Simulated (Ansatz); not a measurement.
System: Ga2O3 (model structure, started from the A-La2O3 type, P-3m1, No. 164, 5 atoms in the cell). Method: PBEsol (Ansatz, a quantum-chemistry and plane-wave program, plane waves, PAW).

Run with plane-wave cutoff 520 eV, 12×12×8 k mesh (along the axes of the cell as run), Fermi–Dirac smearing 0.01 eV, scalar-relativistic PAW data made under PBE.

Cell (relaxed at this level):

```cif
data_Ga2O3
_chemical_formula_sum 'Ga2 O3'
_space_group_name_H-M_alt 'P-3m1'
_space_group_IT_number 164
_space_group_name_Hall '-P 3 2"'
_cell_length_a 2.99327
_cell_length_b 2.99327
_cell_length_c 6.97363
_cell_angle_alpha 90.000
_cell_angle_beta 90.000
_cell_angle_gamma 120.000
loop_
_atom_site_label
_atom_site_type_symbol
_atom_site_symmetry_multiplicity
_atom_site_Wyckoff_symbol
_atom_site_fract_x
_atom_site_fract_y
_atom_site_fract_z
_atom_site_occupancy
Ga1 Ga 2 d 0.33333 0.66667 0.20001 1
O1 O 1 a 0.00000 0.00000 0.00000 1
O2 O 2 d 0.66667 0.33333 0.30484 1
```

Question: Estimate the band gap that the calculation returns.

Answer: 
* **band gap**: 2.47 eV (on the SCF k mesh)

Note: the relaxation could raise the start's symmetry but not lower it, so the cell can be a saddle point; the cell has widely spaced layers and the level no dispersion term, so their spacing and the moduli can rest on weak binding.

Spin–orbit coupling is not included.

The result took about 3 core-minutes (a rough figure).

A model structure was made by putting elements into a prototype or built by hand; it is no filed structure, need not be a known phase, and can be a saddle point held by its symmetry.
